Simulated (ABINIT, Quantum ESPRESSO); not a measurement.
A Quantum ESPRESSO input for a self-consistent single point of PbSe₂ (I4/mcm, 6 atoms in the cell) (DFT, LDA (PZ), plane waves, GBRV 1.5 ultrasoft (LDA) pseudopotentials):

```fortran
&CONTROL
    calculation = 'scf'
    prefix = 'pbse2'
    outdir = './tmp/'
    pseudo_dir = './'
    tprnfor = .true.
    tstress = .true.
/
&SYSTEM
    ibrav = 0
    nat = 6
    ntyp = 2
    ecutwfc = 40
    ecutrho = 200
    occupations = 'smearing'
    smearing = 'gauss'
    degauss = 0.0147
/
&ELECTRONS
    conv_thr = 1.0d-9
    mixing_beta = 0.5
/
ATOMIC_SPECIES
Pb   207.2000  pb_lda_v1.uspp.F.UPF
Se    78.9710  se_lda_v1.uspp.F.UPF
CELL_PARAMETERS {bohr}
  -6.08586110     6.08586110     7.33278554
   6.08586110    -6.08586110     7.33278554
   6.08586110     6.08586110    -7.33278554
ATOMIC_POSITIONS {crystal}
Pb    0.25000000    0.25000000    0.00000000
Pb    0.75000000    0.75000000    0.00000000
Se    0.62982000    0.12982000    0.75964000
Se    0.37018000    0.87018000    0.24036000
Se    0.12982000    0.37018000    0.50000000
Se    0.87018000    0.62982000    0.50000000
K_POINTS {automatic}
4 4 4  0 0 0
```

Task: Write the same calculation as an input for ABINIT.

Result: One input that does it (others would too):

```
# PbSe2, PseudoDojo nc-sr-04 LDA standard
pp_dirpath "./"
pseudos "Pb.upf, Se.upf"
acell 3*1.0 Angstrom
rprim
        -3.2204990000    3.2204990000    3.8803430000
         3.2204990000   -3.2204990000    3.8803430000
         3.2204990000    3.2204990000   -3.8803430000
natom 6
ntypat 2
znucl 82 34
typat 1 1 2 2 2 2
xcart
         0.0000000000    0.0000000000    1.9401715000
         0.0000000000    0.0000000000    5.8205145000
         0.8361703604    4.0566693604    0.0000000000
         2.3843286396   -0.8361703604    3.8803430000
         2.3843286396    0.8361703604    0.0000000000
         0.8361703604    2.3843286396    3.8803430000
      Angstrom
ecut 1170 eV
occopt 7
tsmear 0.00734986
nband 58
kptopt 1
ngkpt 4 4 4
nshiftk 1
shiftk 0 0 0
nstep 80
tolvrs 1.0e-10
prtwf 0
prtden 0
```

Basis settings and potentials, where a program has them, do not carry over. This input uses DFT, LDA (PW92), plane waves, norm-conserving pseudopotentials (PseudoDojo nc-sr-04 LDA standard). LDA parametrisations can differ slightly between programs.

The starting cell comes from a database of computed structures (which also holds hypothetical and non-ambient phases and stackings), without a prior relaxation at this level. Its lattice was rescaled by a random factor within 2.5 % of one.
